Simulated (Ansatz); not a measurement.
What tensor shear ε_xy = +0.29 % does to Mo

Consider Mo in the bcc (W type) structure (space group Im-3m, No. 229; a = 3.1300 Å; relaxed with 0.1 eV smearing). Axes: x, y, z lie along the cube axes.

Modification: a pure shear with ε_xy = ε_yx = 0.0029, atoms relaxed at fixed cell.

Method: DFT with PBEsol, PAW potentials and a 420 eV plane-wave cutoff in Ansatz (a first-principles code), no SOC. k-mesh 29×29×29 (Γ-centred); smearing 0.1 eV (Fermi–Dirac).

```json
[
 {"quantity": "volume per atom", "base": "15.33 Å³", "changed": "15.33 Å³", "shift": "0.00 Å³"},
 {"quantity": "shortest interatomic distance", "base": "2.711 Å", "changed": "2.705 Å", "shift": "-0.0052 Å"},
 {"quantity": "energy relative to the base (free energy F)", "base": "0 meV/atom", "changed": "+0.2 meV/atom", "shift": "+0.2 meV/atom"},
 {"quantity": "pressure (mean of the normal stresses, compression positive)", "base": "0.0 GPa", "changed": "0.0 GPa", "shift": "0.0 GPa"},
 {"quantity": "band gap", "base": "zero", "changed": "zero", "shift": "–"},
 {"quantity": "stress (xx, yy, zz, yz, xz, xy; compression positive)", "base": "–", "changed": "(0.0, 0.0, 0.0, 0.0, 0.0, -0.6) GPa", "shift": "–"}
]
```

The cells carry an imposed strain or load. Whether these cells are dynamically stable was not tested. The final runs are not spin-polarised.
